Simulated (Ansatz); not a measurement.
Take BN in the h-BN type structure (space group P6_3/mmc, No. 194; a = 2.506 Å, c = 6.616 Å; layered, stacked along the Cartesian z axis) as the base. Axes: x lies along a and z along c of the hexagonal cell.

Levels (all Ansatz, a program for electronic structure, PAW, earlier PAW set): PBE-D3(BJ) (420 eV, no spin-orbit coupling); HSE06 (420 eV, no SOC).

Its gap is 4.24 eV with PBE-D3(BJ) and 5.53 eV with HSE06.

One thing is altered: tensile biaxial strain of 4.03 % in the plane normal to [001], as in epitaxy on a mismatched substrate; the out-of-plane cell vector and the atoms relax.

With PBE-D3(BJ) the gap becomes 4.02 eV.

Problem. If the HSE06 correction stayed the same, what would the HSE06 gap be, and what does the HSE06 run give?

Solution. A rigid correction of +1.29 eV gives 5.31 eV. The HSE06 run gives 5.33 eV, so the two effects roughly add.

Single points use the geometry relaxed with PBE-D3(BJ). The hybrid gap comes from the SCF mesh plus the semilocal run's edge points and a few special points and is an upper bound. Stability against distortions was not tested.
